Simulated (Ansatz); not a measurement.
Results of r²SCAN in Ansatz (plane waves, PAW) for CsCl-type CoAl.

Settings: plane-wave cutoff 500 eV, 20×20×20 k mesh, Fermi–Dirac smearing 0.1 eV, no spin polarisation, scalar-relativistic PAW data made under PBE.

Computed at the level's own relaxed cell.

### Question
What does this level give for the volume per atom and lattice constant a?

### Answer

- volume per atom = 11.26 Å³/atom
- lattice constant a = 2.824 Å

Measured, for comparison: equilibrium volume per atom 11.71 Å³/atom, lattice constant a 2.861 Å (room temperature, not corrected to a static lattice; as tabulated in Yamada et al. (2019), arXiv:1910.09660). Computed (rounded) less measured: equilibrium volume per atom -3.8 %, lattice constant a -1.3 %. A static lattice is as a rule a little smaller and stiffer than an uncorrected measurement, which narrows the difference in the lattice constant a and would widen misses of the other sign.

Ansatz is an electronic-structure program.
